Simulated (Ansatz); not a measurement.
# Carrier properties of BP (I-4m2)

Given:

```
CELL_PARAMETERS angstrom
      0.00000     2.27052     2.25468
      2.27052     0.00000     2.25468
      2.27052     2.27052     0.00000
ATOMIC_POSITIONS crystal
  B  0.00000 0.00000 0.00000
  P  0.25000 0.25000 0.25000
```

Calculation: r2SCAN with spin-orbit coupling, rigid bands (plane waves, PAW; Ansatz, a quantum-chemistry and plane-wave program). Condition of this run: uniaxial stress zz = 2 GPa (compression positive) (the target of the relaxation). Geometry: cell and atoms relaxed with r2SCAN, then loaded as said.

```json
{
  "band_gap": "1.29 eV",
  "electron conductivity mass (300 K, dilute)": "0.24 (x), 0.24 (y), 1.14 (z) mₑ",
  "hole conductivity mass (300 K, dilute)": "0.38 (x), 0.38 (y), 0.43 (z) mₑ",
  "effective density of states N_c (300 K)": "1.4e19 cm⁻³",
  "effective density of states N_v (300 K)": "8.9e18 cm⁻³",
  "density_of_states_mass_electrons": "0.68 mₑ",
  "density_of_states_mass_holes": "0.50 mₑ",
  "Seebeck coefficient, n-type 1e19 cm⁻³, 300 K": "-283 μV/K",
  "best n-type power factor at 300 K for τ = 10 fs (best axis; densities from 1e16 to 1e21 cm⁻³ tried, whether or not they can be reached)": "18.8 μW/(cm·K²) at 3e20 cm⁻³",
  "Seebeck coefficient, p-type 1e19 cm⁻³, 300 K": "283 μV/K",
  "best p-type power factor at 300 K for τ = 10 fs (best axis; densities from 1e16 to 1e21 cm⁻³ tried, whether or not they can be reached)": "13.5 μW/(cm·K²) at 1e20 cm⁻³"
}
```

Rigid bands; masses and Seebeck coefficients take one relaxation time τ for all states and one kind of carrier; polarons and phonon drag are left out.
